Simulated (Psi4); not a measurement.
Psi4 1.11, PBE/def2-svp: 1,1,1-trifluoroethane (CC(F)(F)F), 8 atoms. The geometry is a generated start, not checked to be a minimum at this level.

- task: energy
- method: pbe
- basis: def2-svp
- memory: 3 GB
- maxiter: 100
- keys of the molecule block: symmetry c1
- scf_type: df (default)
- guess: auto, which took SAD (default)
- scf_initial_accelerator: adiis (default)
- e_convergence: 1e-06 (default)
- d_convergence: 1e-06 (default)
- dft_radial_points: 75 (default)
- dft_spherical_points: 302 (default)
- basis functions: 85
- grid points: 172291

```xyz
8

C      0.7963    -0.1560     0.0242
C     -0.6821     0.1341    -0.0187
F     -1.3226    -0.6218    -0.9255
F     -0.9428     1.4119    -0.3392
F     -1.2828    -0.0928     1.1573
H      0.9462    -1.2005     0.2868
H      1.2630     0.4820     0.7701
H      1.2248     0.0430    -0.9550
```

One run each on 2 threads. Values of diis_max_vecs tried: 3, 6, 10 (default), 20.

### Question
How does the count of SCF iterations change with diis_max_vecs, and where is it least?

### Answer
Fewest SCF iterations, within one of each other: 6 with 9, 10 (default) with 9, 20 with 9. The count rises to 15 at 3. All converge to one solution.

```csv
diis_max_vecs,SCF iterations,end
3,15,same solution
6,9,same solution
10 (default),9,same solution
20,9,same solution
```
